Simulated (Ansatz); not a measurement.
Band structure of AlV2C (P6_3/mmc, 8 atoms in the cell).

```yaml
crystal:
  lattice:
    - [2.85237, 0.00000, 0.00000]
    - [-1.42619, 2.47023, 0.00000]
    - [0.00000, 0.00000, 12.94494]
  atoms:
    - { symbol: Al, position: [0.33333, 0.66667, 0.25000] }
    - { symbol: Al, position: [0.66667, 0.33333, 0.75000] }
    - { symbol: V, position: [0.33333, 0.66667, 0.58638] }
    - { symbol: V, position: [0.66667, 0.33333, 0.41362] }
    - { symbol: V, position: [0.66667, 0.33333, 0.08638] }
    - { symbol: V, position: [0.33333, 0.66667, 0.91362] }
    - { symbol: C, position: [0.00000, 0.00000, 0.00000] }
    - { symbol: C, position: [0.00000, 0.00000, 0.50000] }
```

Computed with PBE (plane waves, PAW; Ansatz, a quantum-chemistry and plane-wave program).

Settings: kpoints.mp_grid.grid = 12 12 3; hamiltonian.xc = pbe; hamiltonian.pseudopotentials = {kind: paw} (the program's default PAW files); scf.occupations.method = gaussian; scf.occupations.width = 0.136 eV; kpoints.band_path.npoints = 8.

The starting cell comes from a database of computed structures (which also holds hypothetical and non-ambient phases and stackings), without a prior relaxation at this level. Its lattice was rescaled by a random factor within 2.5 % of one. Spin polarisation is off.

Levels in eV from the Fermi level, bands 31 to 38:
```
point     31     32     33     34    35    36    37    38
-----  -----  -----  -----  -----  ----  ----  ----  ----
Γ      -0.26  -0.26  -0.25  -0.25  0.63  0.63  0.67  0.67
M      -1.55  -1.52   0.76   1.09  1.17  1.25  1.87  1.91
K      -1.74  -1.74  -1.31  -0.33  1.18  1.18  1.43  1.43
A      -0.25  -0.25  -0.25  -0.25  0.65  0.65  0.65  0.65
L      -1.53  -1.53   0.99   0.99  1.17  1.17  1.93  1.93
H      -1.63  -1.63  -0.80  -0.80  1.11  1.11  1.52  1.52
```

Bands cross the Fermi level along this path, so the cell is metallic at this level.

Keys are those of Ansatz 0.2.
